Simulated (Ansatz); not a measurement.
Take Ba$_{3}$P$_{2}$ (space group P-3m1, No. 164; a hypothetical phase, not in the database extracts checked) as the base.

```
CELL_PARAMETERS angstrom
      5.40101     0.00000     0.00000
     -2.70050     4.67741     0.00000
      0.00000     0.00000     6.72619
ATOMIC_POSITIONS crystal
  P  0.33333 0.66667 0.21301
  P  0.66667 0.33333 0.78699
  Ba 0.00000 0.00000 0.00000
  Ba 0.33333 0.66667 0.70065
  Ba 0.66667 0.33333 0.29935
```

Cartesian axes are those of the cell as printed.

Calculations: PBEsol (Ansatz, a program for electronic structure, PAW, without spin-orbit coupling).

For the base:

The pressure is 0.00 GPa and the shortest interatomic distance is 3.172 Å. The valence-band top at Γ is 0.00, -1.06, -1.06 eV.

Perturbation: the cell is stretched by 1.49 % along z with no lateral relaxation; the atoms relax in the strained cell.

How does this affect the pressure?

The pressure (mean of the normal stresses, compression positive) goes from zero to -0.45 GPa.

What happens to the shortest interatomic distance?

The shortest interatomic distance increases by 0.003 Å to 3.175 Å.

What does the calculation give for the valence-band top at Γ after the change?

The valence-band top at Γ (three highest levels, from the VBM) changes from 0.00, -1.06, -1.06 eV to 0.00, -1.01, -1.01 eV.

What happens to the energy relative to the base?

The energy grows by 1.1 meV/atom.

The levels and masses belong to the bands next to the band gap. No phonon test of stability was made.
